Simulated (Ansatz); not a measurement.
**Defect calculation: Mg_Li+V_Li in ferroelectric LiNbO3**

Level of theory: PBE, PAW (plane waves to 420 eV; Ansatz, a quantum-chemistry and plane-wave program). Cell: 120 sites, 2×2×1 repeats of a cell of 30 atoms; final energies on a 2×2×2 Γ-centred mesh. Sites at the start: the Li site; Li 3.80 Å away. These values are not converged in cell size to better than tenths of an eV. The semilocal functional narrows the gap, so deep levels can fall outside it. Spin–orbit coupling is left out. Each state is the lowest found from its start.

The name describes the start; the neighbours show where the atoms ended.

```tsv
charge	moment (μB)	point group	largest move off a lattice site (Å)	neighbours of the last Mg atom of the defect at the end (Å)	above the lowest spin state (eV)
0	not spin-polarised	C1	0.12	O 2.04, O 2.06, O 2.06, O 2.14, O 2.17, O 2.18	0.00
0	0.0	C1	0.12	O 2.04, O 2.06, O 2.06, O 2.14, O 2.17, O 2.18	0.00
```

Point groups are those of the whole cell at tolerances of 0.03 and 0.1 Å ("near" where only the looser one holds); none is given for unsettled states.

Starting moments that weren't kept: charge 0 began with 2 μB and ended with 0.0.

Flagged in the runs: a host whose relaxation on this sampling wasn't shown to rest.

All states together cost roughly 3 core-hours.
